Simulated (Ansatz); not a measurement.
The starting structures come from a database of crystals and need not be the phases stable at ambient conditions.

 Where the default PAW files enter, the runs use the earlier of Ansatz's two default sets.

Tunnelling through a barrier is set by its complex band structure: the current falls as exp(−2κd) with the smallest κ.

Consider the following.

```yaml
crystal:
  lattice:
    - [3.15533, 0.00000, 0.00000]
    - [0.00000, 3.15533, 0.00000]
    - [1.57767, -1.57767, 4.15127]
  atoms:
    - { symbol: Al, position: [0.66133, 0.33867, 0.67734] }
    - { symbol: Al, position: [0.33867, 0.66133, 0.32266] }
    - { symbol: Os, position: [0.00000, 0.00000, 0.00000] }
```

Space group of this cell: I4/mmm. The cell is taken as given.

Transport runs along the normal of the first two printed cell vectors, the (001) plane of the conventional cell.

The gap is the functional's own. No spin-orbit coupling. Mid-gap values are interpolated on the energy grid.

**Question.** Predict the band gap and the smallest decay constant κ at mid-gap from Ansatz (a first-principles code) with r2SCAN.

**Answer.** Gap 0.50 eV on a 10×10×10 mesh; κ = 0.090 1/Å, at (0.200, 0.200) of the in-plane reciprocal vectors. At the zone centre, at the nearest computed energy, the slowest state has κ = 0.35 1/Å.
